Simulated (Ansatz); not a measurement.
A relaxation of the atoms of AlFe₃ (P4mm, 4 atoms in the cell) with Ansatz (a first-principles code).

Level of theory: LDA (PW92), default PAW files made with PBE (plane waves; Ansatz).

The change in words: one atom moved by 0.15 angstrom; relax: default → atoms; relax.f_tol: default → 0.01 eV/Å. Reference geometry:
```yaml
crystal:
  lattice:
    - [3.62109, 0.00000, 0.00000]
    - [0.00000, 3.62109, 0.00000]
    - [0.00000, 0.00000, 3.62109]
  atoms:
    - { symbol: Al, position: [0.00000, 0.00000, 0.00000] }
    - { symbol: Fe, position: [0.00000, 0.50000, 0.50000], spin: 4.0 }
    - { symbol: Fe, position: [0.50000, 0.00000, 0.50000], spin: 4.0 }
    - { symbol: Fe, position: [0.50000, 0.50000, 0.00000], spin: 4.0 }
```
(The spins are starting values, not results.)

Reference input (self-consistent single point, DFT, LDA (PW92), plane waves, default PAW files made with PBE): basis.ecutwfc = 420 eV; kpoints.mp_grid.grid = 9 9 9; hamiltonian.xc = lda; hamiltonian.pseudopotentials = {kind: paw} (the program's default PAW files); magnetization.spin_polarized = true; scf.occupations.method = fermi_dirac; scf.occupations.width = 0.1 eV. This run's input differs from it in these lines:

```diff
@@ -6,3 +6,3 @@
   atoms:
-    - { symbol: Al, position: [0.00000000, 0.00000000, 0.00000000] }
+    - { symbol: Al, position: [0.00000000, 0.00000000, 0.04142400] }
     - { symbol: Fe, position: [0.00000000, 0.50000000, 0.50000000], spin: 4.0 }
@@ -21,2 +21,4 @@
   occupations: { method: fermi_dirac, width: 0.1 }
+relax:
+  f_tol: 0.01
 output:
```

The program printed (abridged):

```
   [... SCF lines of the steps left out ...]
relax step   1: F+E_penalty+E_count = -13773.24358097 eV  Δ(F+E_penalty+E_count) = +0.000e0 eV  max|allowed force component| = 1.317e0 eV/Å  Δτ_max = 0.0000 Å  (12 SCF iters, dr2 threshold 2.50e-6 eV, accepted)
relax step   2: F+E_penalty+E_count = -13773.30611162 eV  Δ(F+E_penalty+E_count) = -6.253e-2 eV  max|allowed force component| = 7.888e-1 eV/Å  Δτ_max = 0.0425 Å  (9 SCF iters, dr2 threshold 1.00e-4 eV, accepted)
relax step   3: F+E_penalty+E_count = -13773.34185871 eV  Δ(F+E_penalty+E_count) = -3.575e-2 eV  max|allowed force component| = 2.000e-3 eV/Å  Δτ_max = 0.0697 Å  (9 SCF iters, dr2 threshold 3.89e-5 eV, accepted)
relax step   4: F+E_penalty+E_count = -13773.34186110 eV  Δ(F+E_penalty+E_count) = -2.383e-6 eV  max|allowed force component| = 1.942e-3 eV/Å  Δτ_max = 0.0000 Å  (2 SCF iters, accepted)
the relaxation is at rest under the 8 symmetry operations that the run kept from its start: a minimum is not shown …
the relaxation's final electronic state is not compared with the one that a single-point calculation of its input finds at the relaxed geometry …
Stability not checked: this state was not tested for a lower state beside it, because too few of the mixer's solves of this state at the end of the SCF gave a …
Magnetization: 6.5364 μB (28.7682 up, 22.2318 down)
   [... lines left out ...]
Absolute magnetization: 6.8160 μB (∫|ρ↑−ρ↓|, with the PAW one-centre terms)
Free energy (F): -13773.341861 eV
Fermi energy:    15.754471 eV
   [... lines left out ...]
  F+E_penalty+E_count = -13773.34186110 eV   max|allowed force component| = 1.942e-3 eV/Å
  atoms:
    - { symbol: Al, position: [-9.972452097973894e-36, 0.0, 0.010420143899605664] }
    - { symbol: Fe, position: [6.648301398649262e-36, 0.5, 0.5103547843965645] }
    - { symbol: Fe, position: [0.5, 0.0, 0.5103547843965645] }
    - { symbol: Fe, position: [0.5, 0.5, 0.010294287307265433] }
```

The run converged. 

Summary of the result:
| Quantity | Result |
|---|---|
| Free energy E − TS (on the zero of these files) | -13773.3419 eV |
| Fermi level (on the code's own zero) | 15.75 eV |
| Pressure | -10.81 GPa |
| Largest force (vector length) | 0.002 eV/Å |
| Size of the cell's spin moment | 6.54 μB |
| Relaxation steps | 4 |

The starting cell comes from a database of computed structures (which also holds hypothetical and non-ambient phases and stackings), without a prior relaxation at this level. Its lattice was rescaled by up to half a per cent. For this run, on top of that: one atom moved by 0.15 angstrom. The magnetic order is the one reached from the typed start; others were not searched systematically. The relaxation keeps the symmetry of its start, so its end need not be a minimum. Ansatz's pressure includes its estimate of the finite-basis (Pulay) stress.

Cost on one core of a shared machine: roughly 2 min.

Keys are those of Ansatz 0.2.
